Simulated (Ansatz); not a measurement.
Input:

End structure of a constructed model of the (0001) surface of hcp Mg, a pseudomorphic layer of Sn in the host's stacking (bottom of the slab: a bare face, its two planes held):

```yaml
crystal:
  lattice:
    - [3.19902, 0.00000, 0.00000]
    - [-1.59951, 2.77043, 0.00000]
    - [0.00000, 0.00000, 31.50000]
  atoms:
    - { symbol: Mg, position: [0.66667, 0.33333, 0.25858] }
    - { symbol: Mg, position: [0.33333, 0.66667, 0.34079] }
    - { symbol: Mg, position: [0.66667, 0.33333, 0.42383] }
    - { symbol: Mg, position: [0.33333, 0.66667, 0.50607] }
    - { symbol: Mg, position: [0.66667, 0.33333, 0.58839] }
    - { symbol: Mg, position: [0.33333, 0.66667, 0.67005] }
    - { symbol: Sn, position: [0.66667, 0.33333, 0.75106] }
```

Set-up: 7 atoms, 15.2 Å thick at the start; mesh 13x13x1; 0.1 eV smearing; dipole correction on; 2 atoms held, the rest relaxed; symmetry of the start imposed; no spin, no spin-orbit, no U. It is one candidate, not shown to be the stable structure of the face.

Q: Predict the work function of the top face from PBE (Ansatz, a quantum-chemistry and plane-wave program).

A: 4.06 eV
